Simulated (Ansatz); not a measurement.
# Ru₂AlC (model structure, started from the AlCr2C type, P6₃/mmc, No. 194, 8 atoms in the cell)

Level of theory: LDA (Ansatz, an electronic-structure program, plane waves, PAW).

Numerical settings: plane-wave cutoff 520 eV, 24×24×6 k mesh (along the axes of the cell as run), Fermi–Dirac smearing 0.05 eV, no spin polarisation, scalar-relativistic PAW data made under PBE.

Cell (relaxed at this level):

```
AlRu2C
1.0
    2.84390     0.00000     0.00000
   -1.42195     2.46289     0.00000
    0.00000     0.00000    13.24495
Al Ru C
2 4 2
Direct
  0.66667   0.33333   0.25000
  0.33333   0.66667   0.75000
  0.33333   0.66667   0.40401
  0.66667   0.33333   0.59599
  0.66667   0.33333   0.90401
  0.33333   0.66667   0.09599
  0.00000   0.00000   0.50000
  0.00000   0.00000   0.00000
```

```
Item              Result
---------------  -------
bulk modulus B0  241 GPa
```

Note: the run has no spin polarisation, so it can have missed a magnetic state; the bulk modulus is −V dP/dV from two relaxed cells at ±2 % in volume; the relaxation could raise the start's symmetry but not lower it, so the cell can be a saddle point.

The computed numbers hold no vibrational or temperature effects.

The result took about 13 core-minutes (a rough figure).

A model structure was made by putting elements into a prototype or built by hand; it is no filed structure, need not be a known phase, and can be a saddle point held by its symmetry.
